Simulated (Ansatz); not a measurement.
Consider CsPbCl3 in the cubic perovskite structure (space group Pm-3m, No. 221; a = 5.619 Å). Axes: x, y, z lie along the cube axes.

Computed with Kohn–Sham DFT with the PBEsol functional, run in Ansatz (an electronic-structure program) with PAW and 420 eV plane waves, spin-orbit coupling left out.

Base values:

The pressure comes out as 0.00 GPa.

It is then changed as follows: biaxial strain −0.35 %, plane normal [001], relaxed out of plane (Cartesian); in-plane vectors clamped, the third vector and the atoms free.

**Question.** What does the calculation give for the pressure after the change?

**Answer.** The pressure (mean of the normal stresses, compression positive) goes from zero to 0.15 GPa.

**Question.** Predict the new out-of-plane strain.

**Answer.** The out-of-plane strain amounts to +0.10 %.

No phonon test of stability was made. Many cubic perovskites are stable only at high temperature; tilts and polar distortions were not tested. This is not the structure that CsPbCl3 has at room temperature and ambient pressure.
